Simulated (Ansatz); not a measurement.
# Effect of Zr → La on hypothetical fluorite ZrS2

Start from ZrS2 in the fluorite structure (space group Fm-3m, No. 225; a = 6.256 Å; a hypothetical phase, not in the database extracts checked).

Perturbation: La takes the place of Zr on all its sites; the structure is relaxed again.

The values are results of DFT with r2SCAN, PAW potentials and a 500 eV plane-wave cutoff in Ansatz (an electronic-structure program), no spin-orbit coupling, not measurements. Γ-centred 12×12×12 mesh, Fermi–Dirac width 0.05 eV, for the changed cell.

```yaml
volume_per_atom: 26.74 Å³ (base 20.41 Å³)
density: 4.20 g/cm³ (base 4.21 g/cm³)
lattice_parameter_a: 6.846 Å (base 6.256 Å)
space_group: Fm-3m (No. 225) (base Fm-3m (No. 225))
band_gap: zero (base 0.13 eV)
magnetic_state: ferromagnetic (base not spin-polarised)
largest_site_moment: 0.40 μB (base 0.00 μB)
```

Other magnetic orders, which the real material may have, were not ruled out. Whether these cells are dynamically stable was not tested. As relaxed here, LaS2 is a hypothetical phase, not in the database extracts checked. A zero or small gap of ZrS2 can be the functional's error rather than a property of the material.
